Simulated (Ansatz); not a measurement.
# CdS: energy against strain

CdS (wurtzite, P6_3mc, 23.850 Å³/atom at rest, c along z) under an equal strain ε in the (0001) plane with the normal axis free, as in a coherent film. LDA in Ansatz, a plane-wave DFT program (PAW, default set), 420 eV, 9×9×5 Γ-centred mesh, Fermi-Dirac smearing 0.05 eV; ions are relaxed within the symmetry of each cell.

Here s stands for strain and y for E less E0.

| strain (%) | E less E0 (meV/atom) |
|---|---|
| -1.20 | 2.17 |
| -0.60 | 0.53 |
| 0.00 | 0.00 |
| 0.60 | 0.57 |
| 1.20 | 2.22 |
| 3.00 | ? |

Fit y against s with a parabola, and predict the withheld value at s = 3.00.

Least squares gives y = 0.001 + 0.0233·s + 1.5238·s². Residuals (row less fit): 0.003, -0.006, -0.001, 0.006, -0.003; standard error 0.007 (degrees of freedom: 2). Twice the quadratic coefficient over the volume, 2 × 1.5238 meV × 10⁴ × 0.1602 / 23.850 Å³, is twice the biaxial elastic modulus of this plane = 205 ± 0.7 GPa. At the withheld row, y = 0.001 + 0.0233 × 3.0 + 1.5238 × 3.0² = 13.785 meV/atom. The calculation gives 13.43 meV/atom, 0.355 meV/atom below the prediction (2.6 % of the range of y in the table). The row lies outside the fitted rows, so this is an extrapolation. From the scatter of the fitted rows alone, a prediction at this place has a standard error of 0.044 meV/atom, so the miss is 8.1 times that.

One order more, fitted to all 11 runs of the series, follows each within 0.01, so the miss is the next term of a smooth law. Rows are the converged runs of the series near zero and its far end; series whose fitted rows scatter by over a few per cent of the range, as at a crossing or softening among them, aren't shown in this form. Most that stay on the fit to the last digits aren't either.
